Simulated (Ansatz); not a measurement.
Consider Rb2KAsF6 (space group Fm-3m, No. 225; a = 9.083 Å; a cell from a computed database, its experimental status unchecked). Axes: x, y, z lie along the cube axes.

Method: Ansatz (an electronic-structure program) r2SCAN, scalar-relativistic without spin-orbit coupling.

Base values:

```
Property    Result
--------  --------
Pressure  0.00 GPa
```

It is then changed as follows: uniaxial strain ε_yy = +2.58 %, all other strain components held at zero, atoms relaxed at fixed cell.

**Question.** How does this affect the pressure and energy relative to the base?

**Answer.** The pressure (mean of the normal stresses, compression positive) goes from zero to -0.86 GPa; the energy increases by 2.9 meV/atom.

Whether these cells are dynamically stable was not tested.
